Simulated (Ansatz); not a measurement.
Start from GaSb in the zinc blende structure (space group F-43m, No. 216).

```
GaSb
1.0
    0.00000     3.02440     3.02440
    3.02440     0.00000     3.02440
    3.02440     3.02440     0.00000
Ga Sb
1 1
Direct
  0.00000   0.00000   0.00000
  0.25000   0.25000   0.25000
```

Cartesian axes are those of the cell as printed.

The values are results of LDA (Ansatz, a program for electronic structure), spin-orbit coupling left out, not measurements.

Before the change:

| Item | Value |
|---|---|
| Volume per atom | 27.66 Å³ |

Perturbation: biaxial strain +1.50 %, plane normal [001], relaxed out of plane (Cartesian); in-plane vectors clamped, the third vector and the atoms free.

Q: What happens to the volume per atom?

A: The volume per atom increases by 0.44 Å³, from 27.66 Å³ to 28.10 Å³.

Q: What does the calculation give for the energy relative to the base after the change?

A: The energy goes up by 3.3 meV/atom.

Whether these cells are dynamically stable was not tested.
